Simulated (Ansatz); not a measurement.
**GaN (model structure, started from the BeO type, P4₂/mnm, No. 136, 8 atoms in the cell): properties by level of theory**

```tsv
level (code)	lattice parameter a (Å)	c axis length (Å)	cohesive energy (eV/atom)
PBEsol (Ansatz)	5.470	…	…
PBE-D3(BJ) (Ansatz)	5.492	…	4.59
r²SCAN+rVV10 (Ansatz)	5.454	…	4.57
```

Q: Fill in the missing entries.

A: 
- PBEsol (Ansatz, a quantum-chemistry and plane-wave program), c axis length (Å): 3.183
- PBEsol (Ansatz), cohesive energy (eV/atom): 4.78
- PBE-D3(BJ) (Ansatz), c axis length (Å): 3.199
- r²SCAN+rVV10 (Ansatz), c axis length (Å): 3.179

Ansatz's density-functional and Hartree–Fock values are scalar-relativistic unless marked +SOC, with PAW data made under PBE.

Free atoms are spin-polarised, in the lowest state found; at levels without +SOC their spin–orbit coupling is left out.

Static lattice: no zero-point or thermal effects.

A model structure was made by putting elements into a prototype or built by hand; it is no filed structure, need not be a known phase, and can be a saddle point held by its symmetry.
